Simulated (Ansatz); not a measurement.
Consider TiO$_{2}$ in the anatase structure (space group I4_1/amd, No. 141; a = 3.739 Å, c = 9.455 Å).

Structures relaxed with Kohn–Sham DFT with the LDA functional, run in Ansatz (a first-principles code) with PAW and 420 eV plane waves, no spin-orbit coupling.

Base:

Simulated powder pattern, Cu Kα1, λ = 1.54056 Å (kinematic, ideal powder, no thermal factors, no anomalous dispersion; the 10 strongest lines at most, above 2 %, up to 2θ = 90°):

```csv
2θ (°),I/Imax (%),hkl
25.60,100,(101)
38.04,21,(004)
39.00,7.1,(112)
48.66,29,(200)
54.32,19,(105)
55.78,18,(211)
63.37,15,(204)
69.37,6.6,(116)
71.27,7.3,(220)
75.89,12,(215)
```

Modification: the cell is scaled by 1.0180 in all directions, atoms relaxed at fixed cell.

Task: Predict the new powder pattern.

Result: 
Simulated powder pattern, Cu Kα1, λ = 1.54056 Å (kinematic, ideal powder, no thermal factors, no anomalous dispersion; the 10 strongest lines at most, above 2 %, up to 2θ = 90°):

```csv
2θ (°),I/Imax (%),hkl
25.14,100,(101)
37.34,20,(004)
38.28,7.3,(112)
47.74,29,(200)
53.28,19,(105)
54.71,19,(211)
62.13,14,(204)
67.97,7.3,(116)
69.83,7.4,(220)
74.32,12,(215)
```

The indices refer to the base's conventional cell; one index is shown for lines that coincide.

The cells carry an imposed strain or load. Whether these cells are dynamically stable was not tested. The final runs are not spin-polarised.
